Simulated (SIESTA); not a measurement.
## Input and output of a self-consistent single point for ScAg4 (I4/m, 5 atoms in the cell) (SIESTA)

Method: LDA PW92, numerical atomic orbitals DZP, PseudoDojo LDA standard norm-conserving potentials (rewritten from UPF to PSML) run with SIESTA 5.4.2.

This input was run:

```
# files in the folder: Sc.psml Ag.psml (PseudoDojo LDA standard)
SystemName  ScAg4
SystemLabel ScAg4

NumberOfAtoms                5
NumberOfSpecies              2
%block ChemicalSpeciesLabel
  1 21 Sc
  2 47 Ag
%endblock ChemicalSpeciesLabel
LatticeConstant              1.0 Ang
%block LatticeVectors
    -3.300610000    3.300610000    2.041625000
     3.300610000   -3.300610000    2.041625000
     3.300610000    3.300610000   -2.041625000
%endblock LatticeVectors
AtomicCoordinatesFormat      ScaledCartesian
%block AtomicCoordinatesAndAtomicSpecies
     0.000000000    0.000000000    0.000000000  1
     3.958289549    1.317669524    0.000000000  2
    -0.657679549    1.982940476    2.041625000  2
     1.982940476    0.657679549    2.041625000  2
     1.317669524    2.642930451    0.000000000  2
%endblock AtomicCoordinatesAndAtomicSpecies

XC.functional                LDA
XC.authors                   PW92
PAO.BasisSize                DZP
PAO.EnergyShift              0.01 Ry
MeshCutoff                   400 Ry
%block kgrid.MonkhorstPack
    6   0   0  0.0
    0   6   0  0.0
    0   0   6  0.0
%endblock kgrid.MonkhorstPack
OccupationFunction           FD
ElectronicTemperature        0.1 eV

MaxSCFIterations             150
SCF.Mixer.Method             Broyden
SCF.Mixer.Weight             0.25
SCF.Mixer.History            8
SCF.DM.Tolerance             1.0E-05
Diag.ParallelOverK           true
WriteForces                  true
```

Output (repeated stretches shortened):

```
reinit: Reading from file input.fdf

reinit: System Name: ScAg4
reinit: System Label: ScAg4

coor:   Atomic-coordinates input format  =     Cartesian coordinates
coor:                                          (in units of alat)

siesta: Atomic coordinates (Bohr) and species
siesta:      0.00000   0.00000   0.00000  1        1
siesta:      7.48008   2.49003   0.00000  2        2
siesta:     -1.24283   3.74721   3.85811  2        3
siesta:      3.74721   1.24283   3.85811  2        4
siesta:      2.49003   4.99441   0.00000  2        5

siesta: System type = bulk

initatomlists: Number of atoms, orbitals, and projectors:      5    95    90

siesta: ******************** Simulation parameters ****************************
redata: Spin configuration                          = none
redata: Time-Reversal Symmetry                      = T
redata: Number of Atomic Species                    =        2
redata: Mesh Cutoff                                 =   400.0000 Ry
redata: Net charge of the system                    =     0.0000 |e|
redata: Min. number of SCF Iter                     =        0
redata: Max. number of SCF Iter                     =      150
redata: SCF convergence failure will abort job
redata: SCF mix quantity                            = Hamiltonian
redata: Mix DM or H after convergence               =   F
redata: Recompute H after scf cycle                 =   F
redata: Mix DM in first SCF step                    =   T
redata: No kicks to SCF
redata: DM Mixing Weight for Kicks                  =     0.5000
redata: Require Harris convergence for SCF          =   F
redata: Harris energy tolerance for SCF             =     0.000100 eV
redata: Require DM convergence for SCF              =   T
redata: DM tolerance for SCF                        =     0.000010
redata: Require EDM convergence for SCF             =   F
redata: EDM tolerance for SCF                       =     0.001000 eV
redata: Require H convergence for SCF               =   T
redata: Hamiltonian tolerance for SCF               =     0.001000 eV
redata: Require (free) Energy convergence for SCF   =   F
redata: (free) Energy tolerance for SCF             =     0.000100 eV
redata: Using DFT-D3 dispersion                     =   F
redata: Using Saved Data (generic)                  =   F
redata: Method of Calculation                       = Diagonalization
redata: Electronic Temperature                      =  1160.4518 K
redata: Number of TDED substeps                     =        3
redata: Dynamics option                             = Single-point calculation
redata: Save all siesta data in one NC              =   F
redata: ***********************************************************************

%block SCF.Mixers
  Broyden
%endblock SCF.Mixers

%block SCF.Mixer.Broyden
  # Mixing method
  method broyden

  # Mixing options
  weight 0.2500
  weight.linear 0.2500
  weight.prime 0.2500
  history 8
%endblock SCF.Mixer.Broyden

DM_history_depth set to one: no extrapolation allowed by default for geometry relaxation
Size of DM history Fstack: 1
Total number of electrons:    87.000000
Total ionic charge:    87.000000

* ProcessorY, Blocksize:    1  64

* Orbital distribution balance (max,min):    95    95

k-point displ. along   1 input, could be:     0.00    0.50
k-point displ. along   2 input, could be:     0.00    0.50
k-point displ. along   3 input, could be:     0.00    0.50
 Kpoints in:          144 . Kpoints trimmed:          132

siesta: k-grid: Number of k-points = 132
siesta: k-points from Monkhorst-Pack grid
siesta: k-cutoff (effective) =    12.250 Ang
siesta: k-point supercell and displacements
siesta: k-grid:     6     0     0      0.000
siesta: k-grid:     0     6     0      0.000
siesta: k-grid:     0     0     6      0.000

diag: Algorithm                                     = D&C
diag: Parallel over k                               =   F
diag: Use parallel 2D distribution                  =   F
diag: Parallel block-size                           = 64
diag: Parallel distribution                         =     1 x     1
diag: Used triangular part                          = Lower
diag: Absolute tolerance                            =  0.100E-15
diag: Orthogonalization factor                      =  0.100E-05
diag: Memory factor                                 =  1.0000

superc: Internal auxiliary supercell:     7 x     7 x     5  =     245
superc: Number of atoms, orbitals, and projectors:   1225  23275  22050

                        Single-point calculation

superc: Internal auxiliary supercell:     7 x     7 x     5  =     245
superc: Number of atoms, orbitals, and projectors:   1225  23275  22050

outcell: Unit cell vectors (Ang):
       -3.300610    3.300610    2.041625
        3.300610   -3.300610    2.041625
        3.300610    3.300610   -2.041625

outcell: Cell vector modules (Ang)   :    5.094731    5.094731    5.094731
outcell: Cell angles (23,13,12) (deg):     99.2409     99.2409    132.7520
outcell: Cell volume (Ang**3)        :     88.9661
new_DM -- step:     1
Initializing Density Matrix...

Attempting to read DM from file... Failed...
DM filled with atomic data:

InitMesh: MESH = 60 x 60 x 80 = 288000
InitMesh: Mesh cutoff (required, used) =   400.000   456.653 Ry

stepf: Fermi-Dirac step function

        iscf     Eharris(eV)        E_KS(eV)     FreeEng(eV)     dDmax    Ef(eV) dHmax(eV)
   scf:    1   -17966.071242   -18115.942687   -18116.014540  1.065265 -1.609378 22.870263
   scf:    2   -18164.329432   -18176.132883   -18176.182139  1.046218 -2.245217 14.823688
   scf:    3   -18182.879357   -18179.994050   -18180.049688  0.157382 -2.444023  7.465213
   scf:    4   -18173.735613   -18179.367500   -18179.452217  0.221783 -3.248486  7.380454
   scf:    5   -18180.040406   -18181.184506   -18181.246288  0.139255 -2.747639  2.947262
   scf:    6   -18181.498539   -18181.363885   -18181.428442  0.022629 -2.835112  1.462490
   [... 4 lines left out ...]
   scf:   11   -18181.426720   -18181.426385   -18181.493793  0.001315 -2.923570  0.002385
   scf:   12   -18181.426392   -18181.426388   -18181.493793  0.000039 -2.923652  0.000992
   scf:   13   -18181.426391   -18181.426390   -18181.493793  0.000019 -2.923677  0.000460
   scf:   14   -18181.426391   -18181.426390   -18181.493793  0.000013 -2.923685  0.000192
   scf:   15   -18181.426390   -18181.426390   -18181.493793  0.000008 -2.923691  0.000108

SCF Convergence by DM+H criterion
max |DM_out - DM_in|         :     0.0000081110
max |H_out - H_in|      (eV) :     0.0001083517
SCF cycle converged after 15 iterations

Using DM_out to compute the final energy and forces

siesta: E_KS(eV) =           -18181.4264

siesta: E_KS - E_eggbox =    -18181.4264

siesta: Atomic forces (eV/Ang):
     1   -0.000000    0.000000    0.000000
     2   -0.019611   -0.009868   -0.000256
     3    0.019611    0.009868    0.000256
     4    0.010088   -0.019779    0.000275
     5   -0.010088    0.019779   -0.000275
   Tot   -0.000000   -0.000000   -0.000000
   Max    0.019779
   Res    0.011402    sqrt( Sum f_i^2 / 3N )
   Max    0.019779    constrained

Stress tensor Voigt[x,y,z,yz,xz,xy] (kbar):       99.29       99.37      103.00        0.10        0.08        0.01
(Free)E + p*V (eV/cell)   -18187.0773
Target enthalpy (eV/cell)   -18181.4938

siesta: Program's energy decomposition (eV):
siesta: Ebs     =     -2807.882674
siesta: Eions   =     24028.886449
siesta: Ena     =      2354.354174
siesta: Ekin    =      6218.474762
siesta: Enl     =      -193.010740
siesta: Eso     =         0.000000
siesta: Edftu   =         0.000000
siesta: DEna    =       182.293676
siesta: DUscf   =         6.636921
siesta: DUext   =         0.000000
siesta: Ex      =     -2506.479994
siesta: Ec      =      -214.808742
siesta: Exc     =     -2721.288736
siesta: Eharris =    -18181.426390
siesta: Etot    =    -18181.426390
siesta: FreeEng =    -18181.493793

siesta: Stress tensor (static) (eV/Ang**3):
siesta:     0.061972    0.000005    0.000050
siesta:     0.000005    0.062022    0.000066
siesta:     0.000050    0.000066    0.064287

siesta: Cell volume =         88.966066 Ang**3

siesta: Pressure (static):
siesta:                Solid            Molecule  Units
siesta:          -0.00068355         -0.00068204  Ry/Bohr**3
siesta:          -0.06276033         -0.06262208  eV/Ang**3
siesta:        -100.55312813       -100.33163538  kBar
```

The run converged in 15 iterations.

The starting cell comes from a database of computed structures (which also holds hypothetical and non-ambient phases and stackings), without a prior relaxation at this level. Values carry the incompleteness of an atom-centred basis. With a pressure of about -10 GPa the cell is away from its equilibrium volume at this level.

Cost on one core of a shared machine: roughly 40 s.
